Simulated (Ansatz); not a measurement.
**LiF: response to strain**

Consider LiF in the rock salt structure (space group Fm-3m, No. 225; a = 4.068 Å).

Strains are applied to the cell and any free atomic positions relax.

Method: Ansatz (an electronic-structure program), PBE, PAW, cutoff 420 eV, without spin-orbit coupling.

Notes on the quantities. energy relative to the base: free energy F.

| variant | band gap | electron mass | pressure | volume per atom | energy relative to the base |
|---|---|---|---|---|---|
| base | 8.83 eV | 0.86 mₑ (at Γ) | 0.00 GPa | 8.42 Å³ | 0 meV/atom |
| isotropic strain −3.00 % | 9.66 eV | 0.92 mₑ (at Γ) | ___ | 7.68 Å³ | +16 meV/atom |
| isotropic strain −2.50 % | 9.51 eV | 0.91 mₑ (at Γ) | 5.98 GPa | 7.80 Å³ | +11 meV/atom |
| isotropic strain −2.00 % | 9.37 eV | 0.90 mₑ (at Γ) | 4.62 GPa | 7.92 Å³ | +6.8 meV/atom |
| isotropic strain −1.00 % | 9.09 eV | 0.88 mₑ (at Γ) | 2.16 GPa | 8.17 Å³ | +1.6 meV/atom |
| isotropic strain −0.50 % | 8.96 eV | 0.87 mₑ (at Γ) | 1.04 GPa | 8.29 Å³ | +0.4 meV/atom |
| isotropic strain +0.50 % | 8.70 eV | 0.86 mₑ (at Γ) | -0.98 GPa | 8.54 Å³ | +0.4 meV/atom |
| isotropic strain +1.00 % | 8.58 eV | 0.85 mₑ (at Γ) | ___ | 8.67 Å³ | +1.5 meV/atom |
| isotropic strain +1.50 % | 8.46 eV | 0.84 mₑ (at Γ) | -2.74 GPa | 8.80 Å³ | +3.4 meV/atom |
| isotropic strain +2.50 % | 8.22 eV | 0.83 mₑ (at Γ) | -4.27 GPa | 9.06 Å³ | +9.2 meV/atom |

**Question.** Complete the table.

**Answer.** 
- isotropic strain −3.00 %, pressure: 7.42 GPa
- isotropic strain +1.00 %, pressure: -1.89 GPa

Effective masses come from finite differences of ±0.01 Å⁻¹. Gaps are read on the SCF mesh and a high-symmetry path. Stability against distortions was not tested.
